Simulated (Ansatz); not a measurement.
## A computed series for HfO2: pressure series

Base system: HfO$_{2}$ (space group Pca2_1, No. 29; a = 5.247 Å, b = 5.030 Å, c = 5.059 Å).

Cell and atoms are relaxed at each pressure.

Method: r2SCAN (Ansatz, a quantum-chemistry and plane-wave program), no SOC.

Notes on the quantities. enthalpy: H = E + PV relative to the base's energy.

```json
[
 {"case": "base", "smallest direct gap": "5.17 eV", "band gap": "4.97 eV", "volume per atom": "11.13 Å³", "enthalpy": "–"},
 {"case": "pressure −2 GPa", "smallest direct gap": "5.16 eV", "band gap": "4.95 eV", "volume per atom": "?", "enthalpy": "-0.14 eV/atom"},
 {"case": "pressure −1 GPa", "smallest direct gap": "5.16 eV", "band gap": "4.96 eV", "volume per atom": "?", "enthalpy": "-0.07 eV/atom"},
 {"case": "pressure 0.3 GPa", "smallest direct gap": "5.17 eV", "band gap": "4.97 eV", "volume per atom": "11.11 Å³", "enthalpy": "+0.02 eV/atom"},
 {"case": "pressure 0.7 GPa", "smallest direct gap": "5.18 eV", "band gap": "4.98 eV", "volume per atom": "?", "enthalpy": "+0.05 eV/atom"},
 {"case": "pressure 1.5 GPa", "smallest direct gap": "5.18 eV", "band gap": "4.99 eV", "volume per atom": "?", "enthalpy": "+0.10 eV/atom"},
 {"case": "pressure 3 GPa", "smallest direct gap": "5.19 eV", "band gap": "5.01 eV", "volume per atom": "10.98 Å³", "enthalpy": "+0.21 eV/atom"}
]
```

Q: Some entries are withheld; estimate them.

A: 
- pressure −2 GPa, volume per atom: 11.23 Å³
- pressure −1 GPa, volume per atom: 11.18 Å³
- pressure 0.7 GPa, volume per atom: 11.09 Å³
- pressure 1.5 GPa, volume per atom: 11.05 Å³

Spin-orbit coupling, missing from the scalar runs, can matter with Hf. Load acts through the strain it causes; cell and atoms are relaxed under it. No phonon test of stability was made. This is not the structure that HfO2 has at room temperature and ambient pressure.
